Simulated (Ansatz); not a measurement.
**Cl on the 1x1 (0001) surface of hcp Ru, one in a 3x3 cell, started at the site 'bridge Ru-Ru (span 2.7 Å)'**

Calculation: PBE (plane waves to 420 eV, PAW; Ansatz, an electronic-structure program).

Set-up: 37 atoms, 6.3 Å thick at the start under the adsorbate (thin: gaps and levels are the slab's own); mesh 4x4x1; 0.1 eV smearing; dipole correction on; 18 atoms held, the rest relaxed; start symmetry kept, larger cells not searched; no spin, no spin-orbit, no U, no dispersion correction. At the end it is bonded to 3 Ru. In PBE it is, or lies within 0.03 eV of, the lowest of the starts that converged.

```yaml
adsorption energy against ½ Cl2(g): -2.36 eV
work_function_of_the_top_face: 4.91 eV
change_of_the_work_function: -0.085 eV
change_of_the_step_from_the_bottom_to_the_top_vacuum_level_against_the_clean_slab: -0.077 eV
energy_released_by_relaxation: 0.27 eV
height of the binding atom over the mean of the host atoms within 0.3 Å of the top one: 1.935 Å
nearest_host_atoms_of_the_binding_atom: Ru at 2.48 Å, Ru at 2.48 Å, Ru at 2.49 Å
largest_move_of_a_host_atom: 0.04 Å
note: in the relaxation the adsorbate left its starting site by 0.8 Å
```

A negative adsorption energy means that the adsorbate is more stable on the surface than in its reference.
